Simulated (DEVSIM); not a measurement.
System: Ti/SiO2/p-Si capacitor, at 250 K.

Layer 1 from the left is SiO2, thickness (nm) 7.30. Layer 2 from the left is Si, thickness (nm) 5200, Na (cm⁻³) 1.2e16.

Metal gate on the left, work function 4.33 eV. Fixed charge at the semiconductor interface 0 cm⁻² (in units of +e); no interface traps.

This is a model device: material constants are rounded textbook-type values typed into the input, and sizes, dopings and lifetimes were drawn at random. Values at 300 K; Nc and Nv go as T^1.5, mobilities as T to minus their exponent, the gap by Varshni's rule with the affinity fixed.

SiO2: gap (eV) 9, affinity (eV) 0.9, permittivity 3.9. Si: gap (eV) 1.124, affinity (eV) 4.05, permittivity 11.7, Nc (cm⁻³) 2.86e19, Nv (cm⁻³) 3.1e19, Varshni α (eV/K) 0.000473, Varshni β (K) 636.

Task: Estimate by hand the flat-band voltage, the threshold voltage, and compare with a numerical solution.

Result: 
- Flat-band voltage: C = 0.473 μF/cm², work-function difference -0.693 V; VFB = φms − qNf/C = -0.69 V; numerical -0.69 V.
- Threshold voltage: φF = 0.406 V, depletion charge √(4εqNφF) = 5.68e-8 C/cm²; VT = VFB + 2φF + Qd/C = 0.24 V; numerical 0.24 V.

DEVSIM, 1D Poisson equation in equilibrium, Boltzmann statistics, complete ionisation; no quantum confinement or tunnelling. Metal contacts follow the ideal Schottky-Mott rule: no Fermi-level pinning, no interface dipoles.
